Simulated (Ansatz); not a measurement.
Worked example: relaxation of cell and atoms of TiTc (Pm-3m, 2 atoms in the cell) in Ansatz (a first-principles code).

Level of theory: PBEsol, default PAW files made with PBE (plane waves; Ansatz).

The change in words: atoms on their sites; relax: default → cell and atoms. Reference geometry:
```
TiTc
1.0
    3.10375     0.00000     0.00000
    0.00000     3.10375     0.00000
    0.00000     0.00000     3.10375
Ti Tc
1 1
Cartesian
  1.55188   1.55188   1.60188
  0.00000   0.00000   0.00000
```

Reference input (self-consistent single point, DFT, PBEsol, plane waves, default PAW files made with PBE): basis.ecutwfc = 500 eV; kpoints.mp_grid.grid = 11 11 11; hamiltonian.xc = pbesol; hamiltonian.pseudopotentials = {kind: paw} (the program's default PAW files); scf.occupations.method = fermi_dirac; scf.occupations.width = 0.1 eV. This run's input differs from it in these lines:

```diff
@@ -6,3 +6,3 @@
   atoms:
-    - { symbol: Ti, position: [0.500000, 0.500000, 0.516110] }
+    - { symbol: Ti, position: [0.500000, 0.500000, 0.500000] }
     - { symbol: Tc, position: [0.000000, 0.000000, 0.000000] }
@@ -17,2 +17,4 @@
   occupations: { method: fermi_dirac, width: 0.1 }
+relax:
+  cell: {}
 output:
```

Log, with long lists cut:

```
   [... SCF lines of the steps left out ...]
relax step   1: F+E_penalty+E_count = -7812.56695988 eV  Δ(F+E_penalty+E_count) = +0.000e0 eV  max|allowed force component| = 7.573e-29 eV/Å  Δτ_max = 0.0000 Å  P = -6.861 GPa  Ω = 29.899 Å³  (6 SCF iters, dr2 threshold 1.00e-7 eV, accepted)
relax step   2: F+E_penalty+E_count = -7812.56696063 eV  Δ(F+E_penalty+E_count) = -7.458e-7 eV  max|allowed force component| = 3.681e-30 eV/Å  Δτ_max = 0.0000 Å  P = +7.745 GPa  Ω = 27.972 Å³  energy of the carried Pulay correction = +3.457e-4 eV  [...]
relax step   3: F+E_penalty+E_count = -7812.58881530 eV  Δ(F+E_penalty+E_count) = -2.186e-2 eV  max|allowed force component| = 1.118e-30 eV/Å  Δτ_max = 0.0000 Å  P = -0.376 GPa  Ω = 28.962 Å³  energy of the carried Pulay correction = +1.653e-4 eV  [...]
relax step   4: F+E_penalty+E_count = -7812.58888260 eV  Δ(F+E_penalty+E_count) = -6.730e-5 eV  max|allowed force component| = 7.100e-30 eV/Å  Δτ_max = 0.0000 Å  P = -0.003 GPa  Ω = 28.913 Å³  energy of the carried Pulay correction = +1.741e-4 eV  [...]
relax step   5: F+E_penalty+E_count = -7812.58874792 eV  Δ(F+E_penalty+E_count) = +1.347e-4 eV  max|allowed force component| = 3.524e-29 eV/Å  Δτ_max = 0.0000 Å  P = -0.013 GPa  Ω = 28.913 Å³  stress off target by 1.35e-2 GPa  SCF on the basis [...]
basis re-selected at this cell: Δ(F+E_penalty+E_count) = +1.347e-4 eV, ΔP = -0.010 GPa vs the last step
the relaxation is at rest under the 48 symmetry operations that the run kept from its start: a minimum is not shown …
Stability not checked: this state was not tested for a lower state beside it, because too few of the mixer's solves of this state at the end of the SCF gave a …
Free energy (F): -7812.588748 eV
Internal energy: -7812.528750 eV  (E = F + TS)
   [... lines left out ...]
Fermi energy:    18.779304 eV
   [... lines left out ...]
  cell:  # Å, volume = 28.9126 Å³
    - [3.0692276883059915, -3.932106969790606e-34, 3.891983429282539e-34]
    - [-3.932106969790606e-34, 3.0692276883059915, 1.925929944387236e-34]
    - [1.3240768367662246e-34, 1.925929944387236e-34, 3.0692276883059915]
  atoms:
    - { symbol: Ti, position: [0.49999999999999994, 0.49999999999999994, 0.49999999999999994] }
    - { symbol: Tc, position: [0.0, 1.763613962280122e-48, 2.3514852830401628e-48] }
```

The run converged.  The full log also holds: “iter 5 did not close the SCF: its close was put off for the readings that it lacked (scf_convergence_deferred on its scf_iter line)”. The full log also holds: “iter 3 did not close the SCF: its close was put off for the readings that it lacked (scf_convergence_deferred on its scf_iter line)”.

Summary of the result:
- Free energy E − TS (on the zero of these files) = -7812.5887 eV
- Fermi level (on the code's own zero) = 18.78 eV
- Pressure = -0.01 GPa
- Final cell = a = b = c = 3.0692 Å, α = β = γ = 90.00°
- Final volume per atom = 14.46 Å³
- Relaxation steps = 5

The starting cell comes from a database of computed structures (which also holds hypothetical and non-ambient phases and stackings), without a prior relaxation at this level. Its lattice was rescaled by up to half a per cent. Spin polarisation is off. The relaxation keeps the symmetry of its start, so its end need not be a minimum. Ansatz's pressure includes its estimate of the finite-basis (Pulay) stress.

Keys are those of Ansatz 0.2.
